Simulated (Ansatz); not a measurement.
CdSe: biaxial strain +3.38 %, plane normal [001], relaxed out of plane

Take CdSe in the wurtzite structure (space group P6_3mc, No. 186; a = 4.383 Å, c = 7.154 Å) as the base. Axes: x lies along a and z along c of the hexagonal cell.

Perturbation: biaxial strain +3.38 %, plane normal [001], relaxed out of plane (Cartesian); in-plane vectors clamped, the third vector and the atoms free.

All numbers come from PBE/PAW in Ansatz (a program for electronic structure), no spin-orbit coupling. Settings: 9×9×5 k-points, 0.05 eV Fermi–Dirac smearing.

```csv
quantity,base,changed,shift
volume per atom,29.75 Å³,30.91 Å³,+1.16 Å³
space group,P6_3mc (No. 186),P6_3mc (No. 186),–
shortest interatomic distance,2.682 Å,2.698 Å,+0.016 Å
band gap (an upper bound: an edge found on the path is not a true extremum; the changed cell),0.54 eV,0.40 eV,-0.14 eV
out-of-plane strain,–,-2.79 %,–
ratio −ε⊥/ε∥,–,0.82,–
mean in-plane stress (compression positive),–,-2.4 GPa,–
```

No phonon test of stability was made.
